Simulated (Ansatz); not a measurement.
**Ansatz (a program for electronic structure) run on NaSbF6 (Fm-3m, 8 atoms in the cell): self-consistent single point**

Computed with LDA (PW92), default PAW files made with PBE (plane waves; Ansatz).

The input file:

Ansatz 0.2 input:
```yaml
crystal:
  lattice:
    - [0.000000, 4.107730, 4.107730]
    - [4.107730, 0.000000, 4.107730]
    - [4.107730, 4.107730, 0.000000]
  atoms:
    - { symbol: Na, position: [0.500000, 0.500000, 0.500000] }
    - { symbol: Sb, position: [0.000000, 0.000000, 0.000000] }
    - { symbol: F, position: [0.771280, 0.771280, 0.228720] }
    - { symbol: F, position: [0.228720, 0.228720, 0.771280] }
    - { symbol: F, position: [0.228720, 0.771280, 0.771280] }
    - { symbol: F, position: [0.771280, 0.228720, 0.228720] }
    - { symbol: F, position: [0.771280, 0.228720, 0.771280] }
    - { symbol: F, position: [0.228720, 0.771280, 0.228720] }
basis:
  ecutwfc: 420.0 eV
kpoints:
  mp_grid: { grid: [5, 5, 5] }
hamiltonian:
  xc: lda
  pseudopotentials: { kind: paw }
scf:
  occupations: { method: fermi_dirac, width: 0.01 eV }
output:
  forces: true
  eigenvalues: true
  stress: true
```

The program printed (abridged):

```
WARN ansatz: RAYON_NUM_THREADS=1 ignored (pool sized by the plan → 1); use --threads N
Pseudopotentials: kind: paw
Pseudopotential: Na, paw, valence charge 9
Pseudopotential: Sb, paw, valence charge 15
Pseudopotential: F, paw, valence charge 7
Crystal: 8 atoms, lattice volume = 138.623 Å³
Basis set: ecut = 420 eV, 2733 PW (Γ)
Bands: 41, of which v1, the nominal top of the filled ones, is band 33 counted from 1 (32 counted from 0)
Symmetry: 48 space group operations
Space group: Fm-3m (ITA 225), of the structure as read, at distance tolerance 5.2e-5 Å
k-points: 10 of 125
PAW frozen core: Na, regenerated for the run's functional, and the local potential with it
PAW frozen core: Sb, regenerated for the run's functional, and the local potential with it
PAW frozen core: F, regenerated for the run's functional, and the local potential with it
Initial density: superposition of atomic densities (neutral atoms: chi_scale 0, normalization atom), corrected by the library's trained network
Initial wavefunctions: pseudopotential atomic-orbital guess
Eigensolver: davidson
Functional: x = slater, c = lda
SCF iter   1: F=—  HF=-12567.933249 eV  |F-HF|=—  |Δ(HF+E_count)|=         —  Δρ=1.52e-2  dr2=2.19e-1  ethr=1.77e-3  ⟨swp⟩=6.4  Hψ=1879  notcnv=0
all-band conjugate gradients solve this SCF's bands
preconditioner: auto → Resta (q_TF=auto, 2.411 Å⁻¹)
SCF iter   2: F=—  HF=-12567.864475 eV  |F-HF|=—  |Δ(HF+E_count)|=   6.88e-2  Δρ=4.02e-3  dr2=6.51e-3  ethr=3.32e-4  ⟨swp⟩=2.0  Hψ=723  notcnv=0  defer=19
SCF iter   3: F=—  HF=-12567.861904 eV  |F-HF|=—  |Δ(HF+E_count)|=   2.57e-3  Δρ=1.41e-3  dr2=1.40e-3  ethr=9.87e-6  ⟨swp⟩=2.0  Hψ=752  notcnv=0  defer=19
SCF iter   4: F=—  HF=-12567.861504 eV  |F-HF|=—  |Δ(HF+E_count)|=   4.00e-4  Δρ=4.60e-4  dr2=1.46e-4  ethr=2.13e-6  ⟨swp⟩=2.1  Hψ=467  notcnv=0  defer=19
SCF iter   5: F=—  HF=-12567.861470 eV  |F-HF|=—  |Δ(HF+E_count)|=   3.39e-5  Δρ=6.79e-5  dr2=5.63e-6  ethr=2.21e-7  ⟨swp⟩=2.0  Hψ=541  notcnv=0  defer=19
SCF iter   6: F=—  HF=-12567.861473 eV  |F-HF|=—  |Δ(HF+E_count)|=   2.29e-6  Δρ=1.42e-5  dr2=3.06e-7  ethr=8.52e-9  ⟨swp⟩=3.0  Hψ=768  notcnv=0  defer=19
SCF iter   7: F=-12567.861474 eV  HF=-12567.861474 eV  |F-HF|=4.64e-8  |Δ(HF+E_count)|=   7.29e-7  Δρ=3.36e-6  dr2=1.83e-8  ethr=1.52e-10  ⟨swp⟩=10.5  Hψ=1823  notcnv=0
SCF 1 converged in 7 iterations: F = -12567.861474 eV  dr2 = 1.83e-8
SCF converged after 7 iterations
Free energy (F): -12567.861474 eV
Harris-Foulkes:  -12567.861474 eV  (|F-HF|=4.64e-8)
Internal energy: -12567.861474 eV  (E = F + TS)
E sigma→0 (E₀):  -12567.861474 eV
Fermi energy:    0.668478 eV
--- Per-component energies (eV) ---
  E_band       = -896.139931
  E_kinetic    = 1563.078397
  E_local      = -8565.028806  (includes V_loc(G=0)·N_el)
  E_nonlocal   = 949.559033
  E_hartree    = 3431.969760
  E_xc         = -640.429555
  E_vxc        = -748.645291  (∫ρ·V_xc dr)
  E_paw        = -5809.205349  (= ΣΔE_a)
  E_vpaw       = -959.064683  (= ΣTr[D̂ρ^β])
  E_aug_tail   = 0.011981  (compensation charges beyond the density's cutoff)
  E_ewald      = -3499.196158
  E_core_change = 1.379224  (= ΣΔE_core)
  E_smearing   = -0.000000  (= −TS)
  E_closure    = -0.000000  (closes the sum)
  Σ components = -12567.861474   (vs F -12567.861474, Δ=0.00e0)
--- Forces (eV/Å), atoms counted from 1 ---
  atom   1  Na     0.00000000     0.00000000    -0.00000000
  atom   2  Sb    -0.00000000     0.00000000     0.00000000
  atom   3  F      0.00000000     0.00000000    -0.24533840
  atom   4  F      0.00000000     0.00000000     0.24533840
  atom   5  F     -0.24533840     0.00000000     0.00000000
  atom   6  F      0.24533840    -0.00000000     0.00000000
  atom   7  F     -0.00000000    -0.24533840     0.00000000
  atom   8  F      0.00000000     0.24533840     0.00000000
  max |Σ_I F_I| component: 2.25e-16 eV/Å
--- Stress (GPa, compression-positive) ---
        0.430707      -0.000000      -0.000000
       -0.000000       0.430707       0.000000
        0.000000      -0.000000       0.430707
  P = ⅓ Tr σ = 0.4307 GPa (4.307 kbar)
  The stress holds the Pulay correction. Without it, at fixed plane waves, as pw.x and ABINIT print it: P = -0.3376 GPa
--- Band table (eV; the first three rows and the last of 10) ---
  k-point 0: bands = ["-47.4723", "-29.0600", "-29.0600", "-28.4547", "-28.4547", "-28.4547", "-22.9350", "-21.9579", "-21.9579", "-21.9579", "-20.8009", "-20.8009", "-19.9340", "-19.9340", "-19.9340", "-9.0082", "-5.7041", "-5.7041", "-5.7041", [...]
  k-point 1: bands = ["-47.4723", "-29.0601", "-29.0601", "-28.4547", "-28.4547", "-28.4547", "-22.9294", "-21.9581", "-21.9316", "-21.9316", "-20.8634", "-20.8634", "-19.9467", "-19.8981", "-19.8981", "-8.9246", "-5.7840", "-5.6462", "-5.6462", [...]
  k-point 2: bands = ["-47.4723", "-29.0604", "-29.0604", "-28.4547", "-28.4547", "-28.4547", "-22.9203", "-21.9583", "-21.8840", "-21.8840", "-20.9626", "-20.9626", "-19.9672", "-19.8470", "-19.8470", "-8.7783", "-5.9269", "-5.5446", "-5.5446", [...]
  k-point 9: bands = ["-47.4723", "-29.0607", "-29.0602", "-28.4547", "-28.4546", "-28.4546", "-22.8897", "-21.9654", "-21.9519", "-21.9045", "-20.9329", "-20.8684", "-19.9328", "-19.9276", "-19.8703", "-8.7374", "-5.7301", "-5.5758", "-5.5251", [...]
```

The run converged in 7 iterations.

The starting cell comes from a database of computed structures (which also holds hypothetical and non-ambient phases and stackings), without a prior relaxation at this level. Its lattice was rescaled by a random factor within 2.5 % of one. Spin-orbit coupling is off. Ansatz's pressure includes its estimate of the finite-basis (Pulay) stress. Without the estimate this run gives -0.34 GPa.
